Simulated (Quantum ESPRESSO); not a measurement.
## Predicting one run from its neighbours: the energy against the mesh, ZnS (P6_3mc, 20 atoms in the cell)

```yaml
crystal:
  lattice:
    - [3.73194, 0.00000, 0.00000]
    - [-1.86597, 3.23195, 0.00000]
    - [0.00000, 0.00000, 30.52578]
  atoms:
    - { symbol: Zn, position: [0.66667, 0.33333, 0.20000] }
    - { symbol: Zn, position: [0.33333, 0.66667, 0.70000] }
    - { symbol: Zn, position: [0.00000, 0.00000, 0.80000] }
    - { symbol: Zn, position: [0.00000, 0.00000, 0.30000] }
    - { symbol: Zn, position: [0.66667, 0.33333, 0.90000] }
    - { symbol: Zn, position: [0.33333, 0.66667, 0.40000] }
    - { symbol: Zn, position: [0.33333, 0.66667, 0.10010] }
    - { symbol: Zn, position: [0.66667, 0.33333, 0.60010] }
    - { symbol: Zn, position: [0.00000, 0.00000, 0.00010] }
    - { symbol: Zn, position: [0.00000, 0.00000, 0.50010] }
    - { symbol: S, position: [0.66667, 0.33333, 0.27490] }
    - { symbol: S, position: [0.33333, 0.66667, 0.77490] }
    - { symbol: S, position: [0.00000, 0.00000, 0.07500] }
    - { symbol: S, position: [0.00000, 0.00000, 0.57500] }
    - { symbol: S, position: [0.66667, 0.33333, 0.67500] }
    - { symbol: S, position: [0.33333, 0.66667, 0.17500] }
    - { symbol: S, position: [0.00000, 0.00000, 0.87490] }
    - { symbol: S, position: [0.00000, 0.00000, 0.37490] }
    - { symbol: S, position: [0.33333, 0.66667, 0.47510] }
    - { symbol: S, position: [0.66667, 0.33333, 0.97510] }
```

Level of theory: PBE, GBRV 1.5 ultrasoft (PBE) pseudopotentials (plane waves; Quantum ESPRESSO 7.5).

Base settings: ecutwfc = 50 Ry; ecutrho = 250 Ry; occupations = fixed; potentials = {Zn: zn_pbe_v1.uspp.F.UPF, S: s_pbe_v1.4.uspp.F.UPF}; K_POINTS = automatic 4 4 1 0 0 0; nbnd = 136; conv_thr = 1e-10 Ry; mixing_beta = 0.4.

The last step of the ladder, which sets the zero, is K_POINTS = automatic 10 10 1 0 0 0.

The starting cell comes from a database of computed structures (which also holds hypothetical and non-ambient phases and stackings), without a prior relaxation at this level. Its lattice was rescaled by a random factor within 2.5 % of one. In the cell shown, with a pressure of about 8 GPa the cell is away from its equilibrium volume at this level.

The meshes are centred on Γ.

In a gapped crystal the sum over the mesh converges exponentially with the size of the supercell that the mesh stands for: ln(ΔF) = a + b·N.

```
K_POINTS               divisions along the first axis  F less the last step's (meV/atom)  ln of it
---------------------  ------------------------------  ---------------------------------  --------
automatic 2 2 1 0 0 0                               2                             328.30     5.794
automatic 3 3 1 0 0 0                               3                              59.80     4.091
automatic 4 4 1 0 0 0                               4                              13.10     2.573
automatic 6 6 1 0 0 0                               6                                  ?         ?
automatic 7 7 1 0 0 0                               7                               0.25    -1.386
```

**Question.** Fit the line to the 4 rows given and predict the withheld one.

**Answer.** Means: x̄ = 4.0000, ȳ = 2.7680. Σ(x − x̄)(y − ȳ) = -19.84 and Σ(x − x̄)² = 14.00, so b = -1.417 and a = ȳ − b·x̄ = 8.4360; each further division cuts the miss by a factor of 4.1. The largest residual of the fitted rows is 0.19. At x = 6 the line gives -0.066, that is 0.94 meV/atom. The run gave 0.86 meV/atom, a miss of 0.08 meV/atom (9 %). The table is a window of a longer ladder. The rows were chosen because the form fits them, the withheld one included, so this shows the method and is no test of the form.

Left out of this page: 2 runs of the series outside the window shown, repeating another row's setting, or not comparable.
